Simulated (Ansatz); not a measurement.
**rocksalt YN (Fm-3m) under hydrostatic pressure**

Cell and atoms are relaxed with PBEsol to each stress (compression positive); bands and masses by r2SCAN, rigid bands (plane waves, PAW, scalar-relativistic; Ansatz, a first-principles code).

```
CELL_PARAMETERS angstrom
      0.00000     2.42815     2.42815
      2.42815     0.00000     2.42815
      2.42815     2.42815     0.00000
ATOMIC_POSITIONS crystal
  Y  0.00000 0.00000 0.00000
  N  0.50000 0.50000 0.50000
```

```
stress (GPa)  ln(V/V₀) (%)  gap (eV)  mean mₑ*
------------  ------------  --------  --------
-9.00                 5.95     0.639      0.24
-6.00                 3.79     0.605      0.23
-3.00                 1.82     0.572      0.22
0                        0     0.541      0.22
3.00                 -1.69     0.511      0.21
6.00                 -3.27     0.481      0.20
12.00                -6.16     0.422     0.186
18.00                -8.75     0.366     0.171
```

 Masses are conductivity masses at 300 K in electron masses, harmonic means over x, y and z.

Estimate the bulk modulus from the two loads next to zero.

B ≈ −Δp/Δln V = 6.00 GPa/3.51 % = 171 GPa (PBEsol), a mean over this interval.

How fast does the gap move on either side of zero load?

Under tension, (0.605 − 0.541) eV over -6.00 GPa = -11 meV/GPa, or about 1.7 eV per unit ln V; under compression, (0.481 − 0.541) eV over 6.00 GPa = -10 meV/GPa, or about 1.8 eV per unit ln V. The two slopes part by 1 meV/GPa; gaps are resolved to about 0.01 eV, which allows 3 meV/GPa, so these rows don't tell them apart.

Masses are those of dilute carriers in rigid bands with one relaxation time, without polarons. Third decimals of gaps are kept for the arithmetic. Spin-orbit coupling is left out; it splits the top of the valence band and so changes the gap and its response. Every relaxation keeps the rocksalt phase (space group Fm-3m under this load), so a transition, a distortion that breaks the symmetry or fracture can't show. The smearing differs between some rows.
